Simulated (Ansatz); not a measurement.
```
CELL_PARAMETERS angstrom
      9.97558     0.00031    -0.03561
     -0.90678     5.12943     0.11289
      0.70847    -1.61761    32.66453
ATOMIC_POSITIONS crystal
  Mg 0.45076 0.61785 0.07507
  Mg 0.70735 0.34626 0.07619
  Mg 0.95713 0.10873 0.07233
  Mg 0.20709 0.87826 0.07369
  Mg 0.46629 0.12934 0.03248
  Mg 0.69819 0.79034 0.03942
  Mg 0.94950 0.60210 0.02606
  Mg 0.20603 0.38083 0.02694
  Mg 0.20275 0.88306 0.16708
  Mg 0.45271 0.63022 0.16787
  Mg 0.70316 0.37958 0.16812
  Mg 0.95304 0.12984 0.16694
  Mg 0.20340 0.37656 0.12051
  Mg 0.45542 0.12666 0.12247
  Mg 0.70589 0.86603 0.12411
  Mg 0.95530 0.62034 0.12118
  Mg 0.94919 0.14648 0.25955
  Mg 0.19888 0.89710 0.26014
  Mg 0.44896 0.64660 0.25962
  Mg 0.69914 0.39739 0.25945
  Mg 0.95104 0.63918 0.21355
  Mg 0.20076 0.38913 0.21364
  Mg 0.45086 0.13897 0.21398
  Mg 0.70129 0.88799 0.21413
  Mg 0.69555 0.41731 0.35035
  Mg 0.94517 0.15511 0.35168
  Mg 0.19491 0.91164 0.35387
  Mg 0.44609 0.66764 0.35055
  Mg 0.69786 0.90570 0.30526
  Mg 0.94730 0.65395 0.30554
  Mg 0.19656 0.40339 0.30688
  Mg 0.44680 0.15695 0.30595
  Mg 0.46121 0.72328 0.44037
  Mg 0.69516 0.46466 0.43953
  Mg 0.92599 0.11697 0.44201
  Mg 0.19540 0.97093 0.44894
  Mg 0.44399 0.19272 0.39811
  Mg 0.69527 0.92716 0.39693
  Mg 0.94510 0.64979 0.39789
  Mg 0.19458 0.42080 0.40203
  O  0.57597 0.46456 0.03829
  O  0.83090 0.21987 0.02980
  O  0.10334 0.98568 0.02410
  O  0.33835 0.77967 0.02845
  O  0.32590 0.25478 0.07372
  O  0.58069 0.98115 0.07653
  O  0.83540 0.73381 0.07925
  O  0.08003 0.49349 0.07146
  O  0.32788 0.75306 0.12107
  O  0.57907 0.49488 0.12438
  O  0.83057 0.24282 0.12184
  O  0.08076 0.00130 0.12006
  O  0.07830 0.50705 0.16677
  O  0.32662 0.25674 0.16746
  O  0.57738 0.00424 0.16836
  O  0.82925 0.75498 0.16866
  O  0.07666 0.01473 0.21351
  O  0.32534 0.76400 0.21395
  O  0.57531 0.51299 0.21432
  O  0.82658 0.26363 0.21375
  O  0.82487 0.77216 0.25930
  O  0.07459 0.52181 0.26000
  O  0.32327 0.27184 0.26026
  O  0.57346 0.02183 0.25992
  O  0.82281 0.27965 0.30547
  O  0.07342 0.02845 0.30653
  O  0.32109 0.78103 0.30713
  O  0.57107 0.53102 0.30490
  O  0.56781 0.04365 0.35163
  O  0.82178 0.78647 0.34909
  O  0.07193 0.53089 0.35337
  O  0.31884 0.29163 0.35332
  O  0.56720 0.56367 0.39388
  O  0.81539 0.28568 0.39738
  O  0.07352 0.02915 0.40065
  O  0.31350 0.80402 0.40381
  O  0.32518 0.31996 0.44711
  O  0.55931 0.10422 0.44415
  O  0.82011 0.78734 0.43498
  O  0.04603 0.47033 0.44533
  Hf 0.47306 0.30742 0.49636
  Hf 0.02208 0.51706 0.50622
  Hf 0.27087 0.86583 0.64699
  Hf 0.77635 0.87290 0.64496
  Hf 0.29113 0.35064 0.58117
  Hf 0.77726 0.36894 0.57558
  Hf 0.49584 0.91693 0.56808
  Hf 0.99892 0.98865 0.56278
  O  0.61324 0.24356 0.53856
  O  0.12719 0.37298 0.54746
  O  0.17060 0.98333 0.59671
  O  0.68497 0.96280 0.59247
  O  0.17632 0.48159 0.63073
  O  0.67189 0.47933 0.62677
  O  0.58448 0.62745 0.47941
  O  0.09674 0.90135 0.50201
  O  0.42329 0.15682 0.61611
  O  0.91453 0.19435 0.61107
  O  0.35365 0.07397 0.53685
  O  0.88468 0.18973 0.52389
  O  0.40672 0.58144 0.53808
  O  0.87449 0.66492 0.53749
  O  0.41555 0.66455 0.61501
  O  0.91749 0.69097 0.61242
  Hf 0.49831 0.45272 0.66213
  Hf 0.99353 0.46277 0.65992
  Hf 0.27269 0.89772 0.81138
  Hf 0.76160 0.89738 0.80842
  Hf 0.27131 0.38474 0.74269
  Hf 0.77095 0.39215 0.74231
  Hf 0.49071 0.96236 0.72826
  Hf 0.99355 0.97076 0.72784
  O  0.59198 0.34636 0.71218
  O  0.09325 0.35154 0.71161
  O  0.17179 0.00555 0.75922
  O  0.66865 0.01011 0.75900
  O  0.17344 0.51747 0.79216
  O  0.66283 0.51640 0.79306
  O  0.59670 0.83775 0.67820
  O  0.09407 0.84214 0.67819
  O  0.40764 0.20211 0.78138
  O  0.90831 0.20198 0.77679
  O  0.35450 0.14949 0.69316
  O  0.85554 0.15670 0.69068
  O  0.35486 0.65114 0.69718
  O  0.85128 0.65572 0.69587
  O  0.41356 0.70251 0.77522
  O  0.90751 0.70191 0.77278
  Hf 0.48383 0.48504 0.82732
  Hf 0.99381 0.48361 0.82168
  Hf 0.23134 0.87114 0.97388
  Hf 0.80359 0.06082 0.96946
  Hf 0.25459 0.38645 0.91254
  Hf 0.76686 0.43737 0.89932
  Hf 0.47689 0.99035 0.89720
  Hf 0.97870 0.00375 0.88643
  O  0.57606 0.38108 0.87924
  O  0.09269 0.37430 0.87286
  O  0.12574 0.99807 0.92747
  O  0.64051 0.12150 0.93936
  O  0.14988 0.49203 0.97183
  O  0.81409 0.72693 0.99495
  O  0.59229 0.87228 0.84732
  O  0.08929 0.87318 0.83899
  O  0.36799 0.18970 0.95126
  O  0.91296 0.29849 0.93149
  O  0.34314 0.16998 0.86250
  O  0.84103 0.19204 0.85318
  O  0.34592 0.67493 0.85975
  O  0.85268 0.67885 0.85193
  O  0.37417 0.71475 0.93604
  O  0.82524 0.79946 0.92158
```

The first 80 atoms are the substrate (MgO-rs), the rest the film (HfO2-m).

Levels used, each named beside its values: PBE (plane waves to 420 eV, PAW; Ansatz, a first-principles code); HSE06 (plane waves to 420 eV, PAW; Ansatz). Geometries and values that name no level are of the first. No spin–orbit coupling; PBE gaps are too small against experiment. Its k-point mesh 3×5×1, Fermi–Dirac width 0.05 eV. HSE06 ran on meshes of its own (8×8×8); its edges and gaps are taken over the mesh and over extra points off it, mostly where PBE has its edges.

**Question.** Describe the bonding at the interfaces and give the band alignment.

**Answer.** A periodic stack without vacuum, monoclinic HfO2 (0 1 0) on rock-salt MgO (1 1 0) (film strained to the substrate, started from cuts of the bulks and a machine-learned relaxation; slabs Mg40O40 and Hf24O48, which can lie off the formulas): substrate slab Mg40O40, film Hf24O48, surface cells [[-1, 3], [-1, -1]] and [[2, 0], [0, 1]], film strained by -3.5 and -2.6 %, outermost planes MgO/MgO and Hf/Hf as cut, which need not be the usual terminations and can put a slab off its formula.
interface area: 51.2 Å²
period: 32.69 Å
heights between the nearest atoms of the two slabs at the two interfaces: 1.00 and 0.95 Å
Hf–Mg contacts across the interfaces within 1.22 times the sum of covalent radii: 19, mean 3.32 Å
Mg–O contacts across the interfaces within 1.22 times the sum of covalent radii: 6, mean 1.95 Å
Hf–O contacts across the interfaces within 1.22 times the sum of covalent radii: 6, mean 2.16 Å
PBE gap of the stack on the mesh, by band count: 3.11 eV
Fermi level over the substrate's valence edge (PBE): +2.44 eV
valence offset, film less substrate (PBE): +0.64 eV
conduction offset (PBE): +0.18 eV
spin-polarised check at this geometry: falls back to no moment
levels of the stack inside the substrate's PBE gap at the listed points (of the film's bands or of the interfaces): 41
